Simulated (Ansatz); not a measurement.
System: B20 (FeSi-type) FeGe. Method: PBEsol-D3(BJ) in Ansatz (plane waves, PAW).

Numerical settings: plane-wave cutoff 520 eV, 12×12×12 k mesh, Fermi–Dirac smearing 0.05 eV, spin-polarised with parallel moments, scalar-relativistic PAW data made under PBE.

Shape and atoms are relaxed at each volume.

Pressure at four volumes; x = ln(V/11.796 Å³). One pressure is withheld.

| V (Å³/atom) | x | P (GPa) |
|---|---|---|
| 11.324 | -0.0408 | ? |
| 11.560 | -0.0202 | 4.24 |
| 11.796 | 0.0000 | 0.00 |
| 12.268 | 0.0392 | -7.17 |

### Question
Pass a parabola P(x) through the three rows shown, estimate the bulk modulus and its pressure derivative near zero pressure, and predict the withheld pressure.

### Answer
Slopes between the rows: (0.00 − (4.24))/(0.0000 − (-0.0202)) = -209.90 and (-7.17 − (0.00))/(0.0392 − (0.0000)) = -182.91 GPa. Their difference over the span 0.0594 is c = 26.99/0.0594 = 454.4 GPa, so P(x) = 4.24 + (-209.90)(x − (-0.0202)) + 454.4 (x − (-0.0202))(x − (0.0000)). At the middle row B = −dP/dx = −[-209.90 + 454.4 × 0.0202] = 200.7 GPa, and B′ = dB/dP = 2c/B = 4.5. At x = -0.0408 the parabola gives 8.95 GPa; the run gives 8.94 GPa. The Birch–Murnaghan fit to the energies at all volumes has B0 = 200 GPa and B′ = 4.5.

Measured, for comparison: bulk modulus 147 ± 3 GPa (82 K, zero-point motion not removed; as tabulated in Wilhelm et al. (2007), arXiv:cond-mat/0703031). Computed (rounded) less measured: bulk modulus +36 %.

Note: the collinear magnetic order is the start's and need not be the measured one; the bulk modulus comes from volumes at which shape and atoms were relaxed.

Ansatz is a quantum-chemistry and plane-wave program.
